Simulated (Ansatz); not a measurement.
**AlN: response to strain**

Base system: AlN in the wurtzite structure (space group P6_3mc, No. 186; a = 3.107 Å, c = 4.978 Å). Axes: x lies along a and z along c of the hexagonal cell.

Strains are applied to the cell and any free atomic positions relax; under biaxial strain the out-of-plane vector relaxes too; under stress the whole cell relaxes.

Calculations: DFT with r2SCAN, PAW potentials and a 500 eV plane-wave cutoff in Ansatz (a first-principles code), no SOC.

Notes on the quantities. pressure: mean of the normal stresses, compression positive; energy relative to the base: free energy F.

```json
[
 {"case": "base", "pressure": "0.01 GPa", "band gap": "4.88 eV", "volume per atom": "10.40 Å³", "energy relative to the base": "0 meV/atom"},
 {"case": "biaxial strain +2.36 %, plane normal [001], relaxed out of plane", "pressure": "-6.97 GPa", "band gap": "4.38 eV", "volume per atom": "10.75 Å³", "energy relative to the base": "–"},
 {"case": "isotropic strain +2.31 %", "pressure": "-12.65 GPa", "band gap": "4.27 eV", "volume per atom": "11.14 Å³", "energy relative to the base": "+31 meV/atom"},
 {"case": "uniaxial strain ε_yy = +1.36 %", "pressure": "-2.86 GPa", "band gap": "4.72 eV", "volume per atom": "10.54 Å³", "energy relative to the base": "+2.4 meV/atom"},
 {"case": "uniaxial strain ε_zz = −3.17 %", "pressure": "…", "band gap": "…", "volume per atom": "10.07 Å³", "energy relative to the base": "…"},
 {"case": "uniaxial stress, 2 GPa tension along z", "pressure": "–", "band gap": "4.88 eV", "volume per atom": "10.44 Å³", "energy relative to the base": "+0.4 meV/atom"}
]
```

### Question
Complete the table.

### Answer

- uniaxial strain ε_zz = −3.17 %, pressure: 6.64 GPa
- uniaxial strain ε_zz = −3.17 %, band gap: 4.97 eV
- uniaxial strain ε_zz = −3.17 %, energy relative to the base: +12 meV/atom

Beyond what the load breaks, stability against distortions was not tested.
